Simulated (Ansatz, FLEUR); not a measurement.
An Ansatz (a quantum-chemistry and plane-wave program) input for a self-consistent single point of Mg2Ge (Fm-3m, 3 atoms in the cell) (DFT, LDA (PW92), plane waves, default PAW files made with PBE):

Ansatz 0.2 input:
```yaml
crystal:
  lattice:
    - [0.000000, 3.195000, 3.195000]
    - [3.195000, 0.000000, 3.195000]
    - [3.195000, 3.195000, 0.000000]
  atoms:
    - { symbol: Mg, position_ang: [1.597500, 1.597500, 1.597500] }
    - { symbol: Mg, position_ang: [4.792500, 4.792500, 4.792500] }
    - { symbol: Ge, position_ang: [0.000000, 0.000000, 0.000000] }
basis:
  ecutwfc: 30.9 Ry
kpoints:
  mp_grid: { grid: [7, 7, 7] }
hamiltonian:
  xc: lda
  pseudopotentials: { kind: paw }
scf:
  occupations: { method: fermi_dirac, width: 0.0015 Ry }
output:
  forces: true
  eigenvalues: true
  stress: true
```

Problem. Give the FLEUR input for the same structure, mesh, smearing and functional.

Solution. One input that does it (others would too):

Input of the input generator:

```
Mg2Ge crystal
&input film=f /
-0.0000000000 6.0376749682 6.0376749682
6.0376749682 0.0000000000 6.0376749682
6.0376749682 6.0376749682 -0.0000000000
1.0
1.0 1.0 1.0

3
12 0.2500000000 0.2500000000 0.2500000000
12 0.7500000000 0.7500000000 0.7500000000
32 0.0000000000 0.0000000000 0.0000000000

&comp jspins=1 /
&exco xctyp='pz' /
&kpt div1=7 div2=7 div3=7 /
&end /
```

```xml
<?xml version="1.0" encoding="UTF-8" standalone="no"?>
<fleurInput fleurInputVersion="0.39">
   <comment>
      Mg2Ge crystal                                                                                       
   </comment>
   <calculationSetup>
      <cutoffs Kmax="4.3" Gmax="17.2" GmaxXC="17.2" numbands="0"/>
      <scfLoop itmax="80" minDistance="0.00001" maxIterBroyd="15" imix="Anderson" alpha="0.05" precondParam="0.0" spinf="2.0"/>
      <coreElectrons ctail="T" frcor="F" kcrel="0" coretail_lmax="0"/>
      <xcFunctional name="pz" relativisticCorrections="F"/>
      <magnetism jspins="1"/>
      <soc l_soc="F" theta="0.0" phi="0.0" spav="F"/>
      <expertModes spex="0" secvar="F"/>
      <geometryOptimization l_f="T" forcealpha="1.0" forcemix="BFGS" epsdisp="0.00001" epsforce="0.00001"/>
      <ldaU l_linMix="F" mixParam="0.05" spinf="1.0"/>
   </calculationSetup>
   <cell>
      <bzIntegration valenceElectrons="34.0" mode="hist" fermiSmearingEnergy="0.00073499">
         <kPointListSelection listName="default-1"/>
         <!-- k-points included here -->
         <xi:include xmlns:xi="http://www.w3.org/2001/XInclude" href="kpts.xml"> </xi:include>
      </bzIntegration>
      <!-- symmetry operations included here -->
      <xi:include xmlns:xi="http://www.w3.org/2001/XInclude" href="sym.xml"> </xi:include>
      <bulkLattice scale="1.0">
         <bravaisMatrix>
            <row-1>    0.0000000000000000     6.0376749682000002     6.0376749682000002</row-1>
            <row-2>    6.0376749682000002     0.0000000000000000     6.0376749682000002</row-2>
            <row-3>    6.0376749682000002     6.0376749682000002     0.0000000000000000</row-3>
         </bravaisMatrix>
      </bulkLattice>
   </cell>
   <atomSpecies>
      <species name="Magnesium (Mg)" element="Mg" atomicNumber="12">
         <mtSphere radius="1.88" gridPoints="665" logIncrement="0.017"/>
         <atomicCutoffs lmax="8" lnonsphr="6"/>
         <electronConfig flipSpins="F">
            <coreConfig>(1s1/2)</coreConfig>
            <valenceConfig>(2s1/2) (2p1/2) (2p3/2) (3s1/2)</valenceConfig>
         </electronConfig>
         <energyParameters s="3" p="3" d="3" f="4"/>
         <lo type="SCLO" l="0" n="2" eDeriv="0"/>
         <lo type="SCLO" l="1" n="2" eDeriv="0"/>
      </species>
      <species name="Germanium (Ge)" element="Ge" atomicNumber="32">
         <mtSphere radius="2.63" gridPoints="925" logIncrement="0.014"/>
         <atomicCutoffs lmax="10" lnonsphr="8"/>
         <electronConfig flipSpins="F">
            <coreConfig>(1s1/2) (2s1/2) (2p1/2) (2p3/2) (3s1/2) (3p1/2) (3p3/2)</coreConfig>
            <valenceConfig>(4s1/2) (3d3/2) (3d5/2) (4p1/2) (4p3/2)</valenceConfig>
            <stateOccupation state="(4p1/2)" spinUp="0.3333333333333" spinDown="0.3333333333333"/>
            <stateOccupation state="(4p3/2)" spinUp="0.6666666666667" spinDown="0.6666666666667"/>
         </electronConfig>
         <energyParameters s="4" p="4" d="3" f="4"/>
         <lo type="HELO" l="2" n="4" eDeriv="0"/>
      </species>
   </atomSpecies>
   <atomGroups>
      <atomGroup species="Magnesium (Mg)">
         <relPos label="                   1">1.000/4.000 1.000/4.000 1.000/4.000</relPos>
         <relPos label="                   2">-1.000/4.000 -1.000/4.000 -1.000/4.000</relPos>
         <force calculate="T" relaxXYZ="TTT"/>
      </atomGroup>
      <atomGroup species="Germanium (Ge)">
         <relPos label="                   3">.0000000000 .0000000000 .0000000000</relPos>
         <force calculate="T" relaxXYZ="TTT"/>
      </atomGroup>
   </atomGroups>
   <output dos="F" band="F" slice="F">
      <checks vchk="F" cdinf="F"/>
      <bandDOS minEnergy="-.5*Htr" maxEnergy="0.5*Htr" sigma="0.015" storeEVData="T"/>
      <vacuumDOS vacdos="F" integ="F" star="F" nstars="0" locx1="0.0" locy1="0.0" locx2="0.0" locy2="0.0" nstm="0" tworkf="0.0"/>
      <unfoldingBand unfoldBand="F" supercellX="1" supercellY="1" supercellZ="1"/>
      <plotting iplot="0" polar="F">
         <plot TwoD="T" vec1="  1.0  0.0  0.0" vec2="  0.0  1.0  0.0" vec3="  0.0  0.0  1.0" zero="  0.0  0.0  0.0" file="plot"/>
      </plotting>
      <chargeDensitySlicing numkpt="0" minEigenval="0.0" maxEigenval="0.0" nnne="0" pallst="F"/>
      <specialOutput eonly="F"/>
      <magneticCircularDichroism mcd="F" energyLo="-10.0" energyUp="0.0"/>
   </output>
  <!-- We include the file relax.xml here to enable relaxations (see documentation) -->
  <xi:include xmlns:xi="http://www.w3.org/2001/XInclude" href="relax.xml"> <xi:fallback/> </xi:include>
</fleurInput>
```

Basis settings and potentials, where a program has them, do not carry over. This input uses DFT, LDA (Perdew-Zunger), all-electron FLAPW (FLEUR), scalar-relativistic valence. LDA parametrisations can differ slightly between programs. The width in Ry is rounded to four decimals. Both were run: gap on the mesh 0.276 eV in Ansatz and 0.295 in FLEUR.

On FLEUR: the starting cell has typed, rounded lattice constants, without a prior relaxation at this level. Values depend on the basis (sphere radii, cutoffs, local orbitals), which need not be converged.

On Ansatz: the starting cell has typed, rounded lattice constants, without a prior relaxation at this level.
